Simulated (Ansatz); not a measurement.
**fluorite-type CoSi2 (1 1 0) on tetragonal ZrO2 (1 0 0) (film strained to the substrate, started from cuts of the bulks and a machine-learned relaxation; slabs Zr8O16 and Co6Si12, which can lie off the formulas)**

A periodic stack without vacuum, fluorite-type CoSi2 (1 1 0) on tetragonal ZrO2 (1 0 0) (film strained to the substrate, started from cuts of the bulks and a machine-learned relaxation; slabs Zr8O16 and Co6Si12, which can lie off the formulas): substrate slab Zr8O16, film Co6Si12, surface cells [[0, 1], [-1, 0]] and [[1, 0], [0, 1]], film strained by -4.5 and -1.4 %, outermost planes OZr/OZr and CoSi/CoSi as cut, which need not be the usual terminations and can put a slab off its formula.

The start was prepared with a machine-learned potential, and the result is one local minimum, with the in-plane cell held and forces under 0.04 eV/Å; the film can end far from its bulk form.

These are PBE (plane waves to 420 eV, PAW; Ansatz, an electronic-structure program) values and carry that method's errors. Scalar-relativistic, without spin–orbit coupling; the runs are not spin-polarised; PBE gaps are too small against experiment. Its k-point mesh 5×7×1, Fermi–Dirac width 0.05 eV.

- interface area = 19.1 Å²
- period = 27.76 Å
- heights between the nearest atoms of the two slabs at the two interfaces = 2.07 and 2.09 Å
- Co–Zr contacts across the interfaces within 1.22 times the sum of covalent radii = 4, mean 3.43 Å
- Si–Zr contacts across the interfaces within 1.22 times the sum of covalent radii = 2, mean 2.89 Å
- Co–O contacts across the interfaces within 1.22 times the sum of covalent radii = 2, mean 2.08 Å

```yaml
crystal:
  lattice:
    - [5.27983, 0.00064, 0.26272]
    - [0.00051, 3.62094, -0.03862]
    - [0.94429, 0.30605, 27.83576]
  atoms:
    - { symbol: Zr, position: [0.38696, 0.41890, 0.05251] }
    - { symbol: Zr, position: [0.88499, 0.91845, 0.09668] }
    - { symbol: O, position: [0.19326, 0.91872, 0.04501] }
    - { symbol: O, position: [0.67170, 0.91836, 0.03756] }
    - { symbol: O, position: [0.08372, 0.41853, 0.10555] }
    - { symbol: O, position: [0.60192, 0.41846, 0.11006] }
    - { symbol: Zr, position: [0.48135, 0.41842, 0.18624] }
    - { symbol: Zr, position: [0.98129, 0.91817, 0.23304] }
    - { symbol: O, position: [0.28982, 0.91839, 0.17900] }
    - { symbol: O, position: [0.77346, 0.91836, 0.17384] }
    - { symbol: O, position: [0.17353, 0.41823, 0.24047] }
    - { symbol: O, position: [0.68954, 0.41822, 0.24512] }
    - { symbol: Zr, position: [0.56851, 0.41815, 0.32113] }
    - { symbol: Zr, position: [0.06886, 0.91789, 0.36769] }
    - { symbol: O, position: [0.37622, 0.91811, 0.31351] }
    - { symbol: O, position: [0.85928, 0.91807, 0.30906] }
    - { symbol: O, position: [0.26051, 0.41795, 0.37507] }
    - { symbol: O, position: [0.77553, 0.41796, 0.38071] }
    - { symbol: Zr, position: [0.68735, 0.41783, 0.45837] }
    - { symbol: Zr, position: [0.17161, 0.91760, 0.50291] }
    - { symbol: O, position: [0.47189, 0.91780, 0.45207] }
    - { symbol: O, position: [0.95477, 0.91779, 0.44334] }
    - { symbol: O, position: [0.40634, 0.41774, 0.51945] }
    - { symbol: O, position: [0.93981, 0.41760, 0.50864] }
    - { symbol: Co, position: [0.84885, 0.91784, 0.67608] }
    - { symbol: Co, position: [0.38866, 0.41798, 0.59400] }
    - { symbol: Co, position: [0.78344, 0.91778, 0.81603] }
    - { symbol: Co, position: [0.31698, 0.41767, 0.74014] }
    - { symbol: Co, position: [0.72537, 0.91784, 0.96242] }
    - { symbol: Co, position: [0.25832, 0.41776, 0.88010] }
    - { symbol: Si, position: [0.11507, 0.41790, 0.67004] }
    - { symbol: Si, position: [0.11265, 0.91791, 0.60706] }
    - { symbol: Si, position: [0.65379, 0.91803, 0.60448] }
    - { symbol: Si, position: [0.58730, 0.41781, 0.66996] }
    - { symbol: Si, position: [0.04672, 0.41780, 0.81180] }
    - { symbol: Si, position: [0.05535, 0.91763, 0.74517] }
    - { symbol: Si, position: [0.57658, 0.91776, 0.74435] }
    - { symbol: Si, position: [0.52613, 0.41768, 0.81102] }
    - { symbol: Si, position: [0.00036, 0.41786, 0.95181] }
    - { symbol: Si, position: [0.99140, 0.91772, 0.88634] }
    - { symbol: Si, position: [0.51938, 0.91785, 0.88603] }
    - { symbol: Si, position: [0.46331, 0.41775, 0.94877] }
```
